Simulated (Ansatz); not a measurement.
A computed series for SiC: pressure series

Take SiC in the zinc blende structure (space group F-43m, No. 216; a = 4.356 Å) as the base.

Cell and atoms are relaxed at each pressure.

All numbers come from Kohn–Sham DFT with the r2SCAN functional, run in Ansatz (a first-principles code) with PAW and 500 eV plane waves, no SOC.

```csv
case,electron mass,lattice parameter a,width of the top valence band
base,"0.64 mₑ along k, 0.23 mₑ across (at X)",8.232 bohr,4.81 eV
pressure −2 GPa,"0.64 mₑ along k, 0.23 mₑ across (at X)",8.257 bohr,(withheld)
pressure −1 GPa,"0.64 mₑ along k, 0.23 mₑ across (at X)",8.244 bohr,4.80 eV
pressure 0.9 GPa,"0.64 mₑ along k, 0.23 mₑ across (at X)",8.221 bohr,4.83 eV
pressure 2.1 GPa,"0.64 mₑ along k, 0.23 mₑ across (at X)",8.207 bohr,4.85 eV
pressure 4.5 GPa,"0.63 mₑ along k, 0.22 mₑ across (at X)",8.180 bohr,4.89 eV
pressure 9 GPa,"0.63 mₑ along k, 0.22 mₑ across (at X)",8.132 bohr,4.95 eV
pressure 15 GPa,"0.62 mₑ along k, 0.22 mₑ across (at X)",8.072 bohr,5.04 eV
pressure 22.5 GPa,"0.62 mₑ along k, 0.22 mₑ across (at X)",8.004 bohr,5.14 eV
pressure 30 GPa,"0.61 mₑ along k, 0.22 mₑ across (at X)",7.943 bohr,(withheld)
```

Problem. What belongs in the blanks?

Solution. 
- pressure −2 GPa, width of the top valence band: 4.78 eV
- pressure 30 GPa, width of the top valence band: 5.23 eV

The levels and masses belong to the bands next to the band gap. Load acts through the strain it causes; cell and atoms are relaxed under it. Masses are band curvatures over ±0.01 Å⁻¹ around the edge. Along k means along the line from Γ to the band edge. Whether these cells are dynamically stable was not tested. Competing high-pressure phases were not computed.
